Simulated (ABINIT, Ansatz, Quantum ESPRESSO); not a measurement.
# One structure in several programs: Ru (P6_3/mmc, 2 atoms in the cell)

Self-consistent single point.

```xyz
2
Lattice="1.3550 -2.3469 0.0000 1.3550 2.3469 0.0000 0.0000 0.0000 4.2800" Properties=species:S:1:pos:R:3 pbc="T T T"
Ru     1.3550     0.7823     1.0700
Ru     1.3550    -0.7823     3.2100
```

Shared settings, as Ansatz (an electronic-structure program) writes them: kpoints.mp_grid.grid = 9 9 5; magnetization.spin_orbit = true; scf.occupations.method = fermi_dirac; scf.occupations.width = 0.136 eV. Potentials and cutoffs stand in the table.

```csv
code,model,pressure (GPa),cutoff
ABINIT,"PBE, spin-orbit coupling, norm-conserving pseudopotentials (PseudoDojo nc-fr-04 PBE standard)",4.72,42 Ha
Ansatz,"PBE with spin-orbit coupling, default PAW files",3.85,default
Quantum ESPRESSO,"PBE, spin-orbit coupling, PSlibrary fully relativistic ultrasoft (PBE) pseudopotentials",3.21,60 Ry
```

The spread over the programs that give each value: pressure within 1.51 GPa.

Ansatz's pressure is given at a fixed set of plane waves, as the other plane-wave codes print theirs; with its correction for the finite basis it is 3.92 GPa.

The starting cell has typed, rounded lattice constants, without a prior relaxation at this level.

Left out of this page: Elk, FLEUR and SIESTA (not drawn, or without a comparable value).

Keys are those of Ansatz 0.2.
